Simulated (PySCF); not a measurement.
PySCF 2.14.0, unrestricted BP86/def2-svp, df: CC(C)[Te], charge 0, multiplicity 2, 11 atoms. The geometry is a generated start, not checked to be a minimum at this level.

| Item | Result |
|---|---|
| task | energy |
| method | bp86 |
| basis | def2-svp |
| two-electron scheme | density fitting |
| mol.max_memory | 3000 MB |
| mf.max_cycle | 100 |
| mf.init_guess | minao (default) |
| mf.DIIS | CDIIS (default) |
| mf.conv_tol | 1e-09 (default) |
| mf.grids.level | 3 (default) |
| effective core potentials | those of the basis set, past Kr |
| basis functions | 103 |
| grid points | 132968 |

```xyz
11

C     -1.0611    -0.7124     0.1678
C     -0.1967     0.4490    -0.2756
C      1.2759     0.1510    -0.0856
Te    -0.7448     2.2718     0.8051
H     -0.8844    -0.9423     1.2162
H     -0.8260    -1.6010    -0.4173
H     -2.1165    -0.4872     0.0365
H     -0.3882     0.6623    -1.3277
H      1.4991    -0.0300     0.9647
H      1.5518    -0.7406    -0.6513
H      1.8908     0.9793    -0.4328
```

Charge 0 and multiplicity 2 are set for this test and not shown to be the ground state.

One run each on 2 threads, 1 BLAS thread. Values of diis_space tried: 3, 5, 8 (default), 12, 20.

Task: Which value of diis_space needs the fewest Fock builds, and what happens away from it?

Result: Fewest Fock builds, within one of each other: 8 (default) with 24, 12 with 23, 20 with 23. The count rises to 67 at 3. All converge to one solution.

```json
[
 {"diis_space": "3", "Fock builds": "67", "end": "same solution"},
 {"diis_space": "5", "Fock builds": "35", "end": "same solution"},
 {"diis_space": "8 (default)", "Fock builds": "24", "end": "same solution"},
 {"diis_space": "12", "Fock builds": "23", "end": "same solution"},
 {"diis_space": "20", "Fock builds": "23", "end": "same solution"}
]
```
